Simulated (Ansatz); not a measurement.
The starting structures come from a database of crystals and need not be the phases stable at ambient conditions.

Inside the gap of an insulator the Bloch states are evanescent, with a wavenumber k + iκ along the transport direction.

```yaml
crystal:
  lattice:
    - [3.90795, 0.00000, 0.00000]
    - [-1.95397, 3.38438, 0.00000]
    - [0.00000, 0.00000, 6.33262]
  atoms:
    - { symbol: Si, position: [0.33333, 0.66667, 0.06301] }
    - { symbol: Si, position: [0.66667, 0.33333, 0.93699] }
    - { symbol: Si, position: [0.66667, 0.33333, 0.56301] }
    - { symbol: Si, position: [0.33333, 0.66667, 0.43699] }
```

The cell is strained (lengths across the current scaled by 1.02, ions clamped); by r2SCAN it stands under a pressure of -3.3 GPa.

Transport runs along the normal of the first two printed cell vectors, the (001) (indices of the unstrained crystal) plane of the conventional cell.

No gap correction and no spin-orbit coupling; mid-gap is the computed energy nearest the middle.

Problem. Predict the band gap and the smallest decay constant κ at mid-gap from r2SCAN (Ansatz, a quantum-chemistry and plane-wave program).

Solution. Gap 0.59 eV on a 12×12×6 mesh; κ = 0.115 1/Å, at the zone centre.
